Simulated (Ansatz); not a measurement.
What Cu on a Ni site, symmetric start does to Ni

The reference is a 27-atom supercell of Ni in the fcc (Cu type) structure (space group Fm-3m, No. 225; a = 3.519 Å; ferromagnetic) at its relaxed geometry.

Now apply this change: one Ni atom is replaced by Cu, atoms relaxed at fixed cell.

Calculations: DFT with PBE, PAW potentials and a 420 eV plane-wave cutoff in Ansatz (a first-principles code), no spin-orbit coupling, earlier PAW set. Settings: 6×6×6 k-points, 0.05 eV Fermi–Dirac smearing.

The pressure goes from zero to 0.6 GPa and the total moment of the cell falls by 1.0 μB to 15.8 μB. The energy gained by relaxation is 0.01 eV and the largest displacement of a host atom from its site in the perfect cell comes out as 0.01 Å. The mean distance from the defect site to its nearest host atoms hardly moves (2.49 Å against 2.50 Å).

Other magnetic orders, which the real material may have, were not ruled out. The cell is small, so the values are those of an ordered compound at a high defect concentration; dilute-limit values will differ. The defect started on the symmetric site and kept its symmetry, so it may sit on a saddle. The defect cell is spin-polarised and ends with 15.8 μB, a fractional moment that hangs on the mesh and smearing.
